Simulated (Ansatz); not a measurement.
Consider GaN (space group P4_2/mnm, No. 136; a = 5.470 Å, c = 3.183 Å; a hypothetical phase, not in the database extracts checked).

The change: a hydrostatic pressure of 7.5 GPa.

Levels (all Ansatz, a quantum-chemistry and plane-wave program, PAW): PBEsol (420 eV, no spin-orbit coupling); PBEsol+SOC (420 eV, spin-orbit coupling included).

The geometry is relaxed with PBEsol.

| Property | Result |
|---|---|
| PBEsol lowest conduction level above the VBM at special points | Γ 2.10 eV; X 4.34 eV; A 4.41 eV; M 4.75 eV |
| PBEsol gap character | direct at Γ |

**Question.** Predict the valence-band top at Γ, lowest conduction level above the VBM at special points and gap character from PBEsol+SOC.

**Answer.** The valence-band top at Γ (three highest Kramers pairs, from the VBM) amounts to 0.00, -0.01, -0.16 eV; the lowest conduction level above the VBM at special points changes from Γ 2.10 eV; X 4.34 eV; A 4.41 eV; M 4.75 eV to Γ 2.10 eV; X 4.33 eV; A 4.41 eV; M 4.75 eV; the gap character remains direct at Γ.

Single points use the geometry relaxed with PBEsol. The spin-orbit shifts are approximate. Load acts through the strain it causes; cell and atoms are relaxed under it. Whether these cells are dynamically stable was not tested. No other phases were tried under pressure.
